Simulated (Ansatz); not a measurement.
# How the smallest direct gap on the k points sampled of BaTi2O5 (Pnma, No. 62; start mp-558159) moves with the method

No measured value is used here.

```csv
level (code),value (eV)
LDA (Ansatz),2.96
PBEsol (Ansatz),3.02
r²SCAN (Ansatz),3.48
```

Computed values are for a static lattice. Levels without +SOC have no spin–orbit coupling; where heavier elements are present it shifts gaps, mostly down, and can invert bands.  Values are at the PBEsol cell. Cutoffs differ between the levels. Ansatz's density-functional and Hartree–Fock values are scalar-relativistic unless marked +SOC, with PAW data made under PBE.

A start named mp-… is a Materials Project structure, which can be a computed phase never made.

Ansatz is a first-principles code.
